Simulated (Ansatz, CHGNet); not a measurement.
Ladder of methods for the lattice constant a of fluorite CoSi2

Reference value: 5.365 Å (measured, room temperature, no zero-point or thermal correction; as tabulated in Hegde and Bowen (2014), arXiv:1405.1317).

```json
[
 {"level (code)": "CHGNet-r²SCAN", "value (Å)": "5.317", "difference (%)": "-0.89"},
 {"level (code)": "LDA (Ansatz)", "value (Å)": "5.274", "difference (%)": "-1.70"},
 {"level (code)": "PBE (Ansatz)", "value (Å)": "5.360", "difference (%)": "-0.09"},
 {"level (code)": "PBE-D4 (Ansatz)", "value (Å)": "5.307", "difference (%)": "-1.08"},
 {"level (code)": "r²SCAN (Ansatz)", "value (Å)": "5.315", "difference (%)": "-0.93"},
 {"level (code)": "HSE06 (Ansatz)", "value (Å)": "5.296", "difference (%)": "-1.29"},
 {"level (code)": "Hartree–Fock (Ansatz)", "value (Å)": "5.330", "difference (%)": "-0.65"}
]
```

The reference is not for a static lattice or low temperature, so close values are not ranked against it.

The reference isn't brought to a static lattice, while the calculations are for one, so the differences are not the levels' errors alone. A static lattice is as a rule a little smaller than the measured one. The crystal itself was run without spin with LDA, PBE, PBE-D4, r²SCAN, HSE06, Hartree–Fock; a magnetic state was not tried in these runs. HSE06: exact exchange on metals is sensitive to the k mesh and can open a false gap. Hartree–Fock: the run has no spin polarisation, so it can have missed a magnetic state. Cutoffs and k meshes differ between the levels. Ansatz's density-functional and Hartree–Fock values are scalar-relativistic unless marked +SOC, with PAW data made under PBE.

Machine-learned potentials (CHGNet-r²SCAN) are trained on DFT data: a solid inside that data is no test of them.

Differences are worked out from the printed values.

Ansatz is an electronic-structure program.
